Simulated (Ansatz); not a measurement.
Here is the system:

```xyz
2
Lattice="0.0635 3.2249 3.2249 3.2249 0.0635 3.2249 3.2885 3.2885 0.0000" Properties=species:S:1:pos:R:3 pbc="T T T"
I      4.9327     4.9327     4.8718
Ag     0.0000     0.0000    -0.0344
```

No spin polarisation.

Calculations: plane-wave PAW DFT at the PBEsol level (Ansatz, an electronic-structure program, 420 eV), scalar-relativistic without spin-orbit coupling. Settings: 9×9×9 k-points, 0.05 eV Fermi–Dirac smearing.

Problem. Predict the gap character, stress and valence-band top at Γ.

Solution. Gap character: direct at Γ
Stress (xx, yy, zz, yz, xz, xy; compression positive): (-0.02, -0.02, -0.01, 0.00, 0.00, -0.39) GPa
Valence-band top at Γ (three highest levels, from the VBM): 0.00, -0.02, -0.04 eV

With I present, leaving out spin-orbit coupling can change the band edges. The cells carry an imposed strain or load. Stability against distortions was not tested. The cell was made from AgI in the zinc blende structure (space group F-43m, No. 216) by this change: tensor shear ε_xy = +1.97 %.
